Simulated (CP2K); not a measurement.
Band structure of Ba (Cmcm, 2 atoms in the cell).

```
CELL_PARAMETERS angstrom
      4.46708     0.00000     0.00000
     -2.38499     3.77712     0.00000
      0.00000     0.00000     7.26927
ATOMIC_POSITIONS crystal
  Ba 0.64960 0.35040 0.75000
  Ba 0.35040 0.64960 0.25000
```

Method of the run: PBEsol, GPW, DZVP-MOLOPT-SR-GTH basis, GTH-PBE potentials (GTH_POTENTIALS) (CP2K).

Settings: CUTOFF = 500 Ry; REL_CUTOFF = 60 Ry; SMEAR/METHOD = GAUSSIAN; SIGMA = 0.272 eV; KPOINTS/SCHEME = MONKHORST-PACK 6 6 3; GAMMA_CENTERED = T; XC_FUNCTIONAL = PBE:PBESOL; Ba/BASIS_SET = DZVP-MOLOPT-SR-GTH-q10; Ba/POTENTIAL = GTH-PBE-q10; METHOD = GPW; EPS_DEFAULT = 1e-10; EXTRAPOLATION = USE_GUESS; NGRIDS = 5; SCF_GUESS = ATOMIC.

The starting cell comes from a database of computed structures (which also holds hypothetical and non-ambient phases and stackings), without a prior relaxation at this level. Its lattice was rescaled by a random factor within 2.5 % of one. Values carry the incompleteness of an atom-centred basis. The potentials were made for another functional than the one used.

Levels in eV from the Fermi level, bands 7 to 12:
```csv
point,7,8,9,10,11,12
Γ,-13.89,-13.89,-3.05,-1.12,0.88,1.95
X,-14.13,-14.04,-0.07,-0.01,0.14,0.49
S,-13.98,-13.98,-0.90,-0.34,-0.31,0.59
R,-14.00,-14.00,-0.85,-0.85,0.68,0.68
A,-13.99,-13.99,0.02,0.02,0.22,0.22
Z,-13.90,-13.90,-2.06,-2.06,1.04,1.04
Y,-14.03,-13.93,-0.78,-0.45,-0.12,0.48
X1,-14.13,-14.04,-0.07,-0.01,0.14,0.49
A1,-13.99,-13.99,0.02,0.02,0.22,0.22
T,-13.98,-13.98,-1.00,-1.00,0.85,0.85
```

Bands cross the Fermi level along this path, so the cell is metallic at this level.

Higher empty bands are left out: an atom-centred basis made for the valence describes them poorly.
